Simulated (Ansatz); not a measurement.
Functionals compared on the (111) surface of rutile TiO2 in its 1x1 cell (cut with top plane Ti, bottom plane Ti), relaxed from an ideal cut (the real face may reconstruct), outermost plane spacing 0.86 Å in the ideal cut (one of several cuts of this face), with 1 Ti a cell over the bulk's ratio, in Ansatz (plane waves, PAW). The structure was relaxed with PBE; the other rows are single points on it, each with its references at the same level. Cutoff 420 eV (500 eV for r2SCAN).

Model: 31-atom slab, O20Ti11, 11.0 Å thick at the start, 5x5x1 mesh, Fermi-Dirac 0.025 eV, dipole correction, all atoms relaxed; start symmetry kept, larger cells not searched; no spin (no spin-polarised run to compare, though such a face may carry moments), no spin-orbit, no U. The slab shows no gap on its mesh. These notes are the PBE run's.

```csv
functional,work function of the top face (eV),ionisation potential (eV),rough cost of the single point
PBE,3.17,5.44,–
LDA,3.43,5.62,very roughly 110 core-seconds
PBEsol,3.16,5.40,around 2.0 core-minutes (rough)
RPBE,3.05,5.36,roughly 110 core-seconds
r2SCAN,3.25,5.86,around 4 core-minutes (rough)
```

Ansatz is a program for electronic structure.
